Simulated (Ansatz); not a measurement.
MoS2: response to strain

Base system: MoS$_{2}$ (space group P6_3/mmc, No. 194; a = 3.149 Å, c = 12.089 Å; layered, stacked along the Cartesian z axis).

Strains are applied to the cell and any free atomic positions relax.

Level of theory: Ansatz (a quantum-chemistry and plane-wave program), PBE-D3(BJ), PAW, cutoff 420 eV, spin-orbit coupling left out.

Notes on the quantities. pressure: mean of the normal stresses, compression positive.

| isotropic strain (%) | pressure (GPa) |
|---|---|
| 0 | 0.0 |
| 0.6 | -1.3 |
| 1.2 | -2.5 |
| 2.4 | ? |
| 3 | -5.6 |

Problem. Fit P = P₀ − Bδ + Cδ² with δ = (1 + ε)³ − 1 to the rows shown and predict the withheld row.

Solution. Least squares on the printed values gives P₀ = 0.0 GPa, B = 74.0 GPa (at held cell shape), C = 147 GPa (largest residual 0.0 GPa); this predicts -4.7 GPa, and the run gives -4.6 GPa, in agreement.

Stability against distortions was not tested.
